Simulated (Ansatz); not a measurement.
The starting structures come from a database of crystals and need not be the phases stable at ambient conditions.

 Where the default PAW files enter, the runs use the earlier of Ansatz's two default sets.

Data:

```xyz
8
Lattice="6.0211 0.0000 0.0000 1.9332 5.7024 0.0000 2.0440 -2.8512 3.5081" Properties=species:S:1:pos:R:3 pbc="T T T"
V      0.0000     0.0000     0.0000
Ag     3.0106     0.0000     1.7541
Ag     6.9877     2.8512     1.7541
Ag     3.9772     2.8512     0.0000
O      3.5683     5.1326     0.0000
O      3.1669     2.2703     2.0924
O      6.0065     1.7315     0.0000
O      5.2109    -0.5808     1.4157
```

Space group of this cell: I-42m. The cell is taken as given; by PBEsol its mean pressure is -1.8 GPa.

Transport runs along the normal of the first two printed cell vectors, the (110) plane of the conventional cell.

No gap correction and no spin-orbit coupling; mid-gap values are interpolated between computed energies.

**Question.** Compute, with PBEsol run with Ansatz (a quantum-chemistry and plane-wave program), the band gap and the smallest decay constant κ at mid-gap.

**Answer.** Gap 0.39 eV on a 8×8×8 mesh; κ = 0.181 1/Å, at the zone centre.
